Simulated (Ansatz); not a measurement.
How the equilibrium volume per atom of GaSb (model structure, within 0.1 Å of P6₂22, No. 180, 6 atoms in the cell) moves with the method

No measured value is used here.

```csv
level (code),value (Å³/atom)
PBE (Ansatz),(withheld)
PBEsol (Ansatz),25.65
PBE-D3(BJ) (Ansatz),25.89
```

### Question
What belongs in the gaps?

### Answer

- PBE (Ansatz, a first-principles code), value (Å³/atom): 27.05

Ansatz's density-functional and Hartree–Fock values are scalar-relativistic unless marked +SOC, with PAW data made under PBE.

A model structure was made by putting elements into a prototype or built by hand; it is no filed structure, need not be a known phase, and can be a saddle point held by its symmetry.
